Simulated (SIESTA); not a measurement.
Band structure of ZrNi2P2 (I4/mmm, 5 atoms in the cell).

```yaml
crystal:
  lattice:
    - [-1.88834, 1.88834, 4.87944]
    - [1.88834, -1.88834, 4.87944]
    - [1.88834, 1.88834, -4.87944]
  atoms:
    - { symbol: Zr, position: [0.00000, 0.00000, 0.00000] }
    - { symbol: Ni, position: [0.25000, 0.75000, 0.50000] }
    - { symbol: Ni, position: [0.75000, 0.25000, 0.50000] }
    - { symbol: P, position: [0.61774, 0.61774, 0.00000] }
    - { symbol: P, position: [0.38226, 0.38226, 0.00000] }
```

Method: LDA PW92, numerical atomic orbitals TZP, PseudoDojo LDA standard norm-conserving potentials (rewritten from UPF to PSML) run with SIESTA.

Settings: XC.functional = LDA; XC.authors = PW92; potentials = PseudoDojo LDA standard; PAO.BasisSize = TZP; PAO.EnergyShift = 0.01 Ry; MeshCutoff = 300 Ry; kgrid.MonkhorstPack = 8 8 8; OccupationFunction = MP; OccupationMPOrder = 0; ElectronicTemperature = 272 meV; MaxSCFIterations = 150; SCF.Mixer.Method = Broyden; SCF.Mixer.Weight = 0.25; SCF.Mixer.History = 6.

The starting cell comes from a database of computed structures (which also holds hypothetical and non-ambient phases and stackings), without a prior relaxation at this level. Its lattice was rescaled by a random factor within 2.5 % of one. Spin polarisation is off, so a magnetic state, if there is one, cannot be reached. Values carry the incompleteness of an atom-centred basis.

Levels in eV from the Fermi level, bands 26 to 31:
| point | 26 | 27 | 28 | 29 | 30 | 31 |
|---|---|---|---|---|---|---|
| Γ | -2.00 | -1.62 | -0.99 | -0.15 | -0.15 | 0.63 |
| X | -2.07 | -2.02 | -0.91 | -0.76 | 0.36 | 1.77 |
| Y | -2.08 | -1.91 | -0.92 | -0.77 | 0.36 | 1.56 |
| S | -1.64 | -1.59 | -1.36 | 0.15 | 0.65 | 1.34 |
| Z | -1.63 | -0.99 | -0.62 | 0.46 | 0.76 | 0.76 |
| S1 | -1.64 | -1.59 | -1.36 | 0.15 | 0.65 | 1.34 |
| N | -2.40 | -1.77 | -0.44 | -0.38 | 0.74 | 0.97 |
| P | -2.06 | -2.03 | -0.83 | -0.83 | 0.00 | 2.20 |
| Y1 | -2.08 | -1.91 | -0.92 | -0.77 | 0.36 | 1.56 |

Bands cross the Fermi level along this path, so the cell is metallic at this level.

Higher empty bands are left out: an atom-centred basis made for the valence describes them poorly.
